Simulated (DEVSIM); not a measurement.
Structure: Si n-p junction from an implanted or diffused profile, at 300 K.

```tsv
layer (left to right)	material	thickness (μm)	Na (cm⁻³)	τn (s)	τp (s)
1	Si	5.80	3e16	1.3e-7	1.3e-7
```

Added donor profile: 3.2e18 cm⁻³ × exp(−(x − 0 μm)²/(2·(0.022 μm)²)). Left contact: ohmic. Right contact: ohmic. Voltage is applied to the left contact. Recombination: SRH at mid-gap, radiative, Auger. Mobility is constant in doping.

The device is made up for the run: typed textbook-type constants, with dimensions and the other settings drawn at random. Values at 300 K; Nc and Nv go as T^1.5, mobilities as T to minus their exponent, the gap by Varshni's rule with the affinity fixed.

```
parameter               Si
----------------  --------
gap (eV)             1.124
affinity (eV)         4.05
permittivity          11.7
Nc (cm⁻³)          2.86e19
Nv (cm⁻³)           3.1e19
μn (cm²/Vs)           1417
μp (cm²/Vs)            470
T exponent of μn       2.3
T exponent of μp       2.2
B (cm³/s)          4.7e-15
Cn (cm⁶/s)         2.8e-31
Cp (cm⁶/s)         9.9e-32
Varshni α (eV/K)  0.000473
Varshni β (K)          636
```

Model (solved in DEVSIM): 1D drift-diffusion, Boltzmann statistics, complete ionisation; no tunnelling, impact ionisation, image-force lowering or self-heating.

The temperature was swept, all else fixed.

```
temperature (K)  dark forward voltage at 1 A/cm² (V)  dark forward voltage at 100 A/cm² (V)  potential step across the device at zero bias (V)
---------------  -----------------------------------  -------------------------------------  -------------------------------------------------
250                                              ___                                    ___                                              0.951
300                                            0.605                                  0.734                                              0.888
350                                            0.497                                  0.648                                              0.821
400                                            0.387                                  0.562                                              0.752
450                                            0.275                                  0.475                                              0.680
500                                            0.163                                  0.386                                              0.606
```

Question: What belongs in the gaps?

Answer: 
- 250, dark forward voltage at 1 A/cm² (V): 0.711
- 250, dark forward voltage at 100 A/cm² (V): 0.817
